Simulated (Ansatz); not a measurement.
The parent structure is MoTe$_{2}$ (space group P6_3/mmc, No. 194; layered, stacked along the Cartesian z axis).

```xyz
6
Lattice="3.4966 0.0000 0.0000 -1.7483 3.0282 0.0000 0.0000 0.0000 13.6959" Properties=species:S:1:pos:R:3 pbc="T T T"
Te     1.7483     1.0094     5.2411
Te     0.0000     2.0188    12.0891
Te     0.0000     2.0188     8.4548
Te     1.7483     1.0094     1.6068
Mo     1.7483     1.0094    10.2720
Mo     0.0000     2.0188     3.4240
```

Cartesian axes are those of the cell as printed.

All numbers come from DFT with PBE-D3(BJ), PAW potentials and a 420 eV plane-wave cutoff in Ansatz (a first-principles code), without spin-orbit coupling.

Now apply this change: the cell is compressed by 1.80 % along z with no lateral relaxation, atoms relaxed at fixed cell.

### Question
Predict the stress tensor and what it implies for the stiffness.

### Answer
Stress of the strained cell less that of the base (GPa, compression positive):
```
   0.33    0.00    0.00
   0.00    0.33    0.00
   0.00    0.00    1.42
```

Then −Δσ_ii/ε with ε = -0.0180 gives secant stiffness values (nonlinear terms included at this strain): C33 ≈ 79 GPa, C13 ≈ 19 GPa and C23 ≈ 19 GPa.

Whether these cells are dynamically stable was not tested. The program warned that a D3 coordination switch lies within reach, so dispersion energies are less smooth here.
